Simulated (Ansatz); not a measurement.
**Au, response to strain**

Consider Au in the fcc (Cu type) structure (space group Fm-3m, No. 225; relaxed with 0.1 eV smearing).

```xyz
1
Lattice="0.0000 2.0414 2.0414 2.0414 0.0000 2.0414 2.0414 2.0414 0.0000" Properties=species:S:1:pos:R:3 pbc="T T T"
Au     0.0000     0.0000     0.0000
```

Cartesian axes are those of the cell as printed.

Strains are applied to the cell and any free atomic positions relax; under biaxial strain the out-of-plane vector relaxes too.

Level of theory: PBEsol (Ansatz, an electronic-structure program, PAW, scalar-relativistic without spin-orbit coupling), earlier PAW set.

Notes on the quantities. energy relative to the base: free energy F; pressure: mean of the normal stresses, compression positive.

| case | energy relative to the base | pressure | shortest interatomic distance |
|---|---|---|---|
| base | 0 meV/atom | 0.0 GPa | 5.456 bohr |
| biaxial strain −2.58 %, plane normal [001], relaxed out of plane | ___ | ___ | ___ |
| biaxial strain −1.80 %, plane normal [001], relaxed out of plane | +3.3 meV/atom | 1.2 GPa | 5.357 bohr |
| biaxial strain −3.86 %, plane normal [110], relaxed out of plane | +17 meV/atom | 2.4 GPa | 5.245 bohr |
| isotropic strain +2.52 % | +47 meV/atom | -10.5 GPa | 5.593 bohr |
| isotropic strain +3.89 % | +105 meV/atom | -14.3 GPa | 5.668 bohr |
| uniaxial strain ε_yy = −2.44 % | +6.5 meV/atom | 4.7 GPa | 5.390 bohr |
| uniaxial strain ε_yy = −0.59 % | +0.4 meV/atom | 1.1 GPa | 5.440 bohr |
| uniaxial strain ε_zz = +4.96 % | +23 meV/atom | -7.3 GPa | 5.456 bohr |
| tensor shear ε_yz = +0.98 % | +0.8 meV/atom | 0.1 GPa | 5.402 bohr |

Q: What belongs in the blanks?

A: 
- biaxial strain −2.58 %, plane normal [001], relaxed out of plane, energy relative to the base: +7.3 meV/atom
- biaxial strain −2.58 %, plane normal [001], relaxed out of plane, pressure: 1.9 GPa
- biaxial strain −2.58 %, plane normal [001], relaxed out of plane, shortest interatomic distance: 5.315 bohr

No phonon test of stability was made.
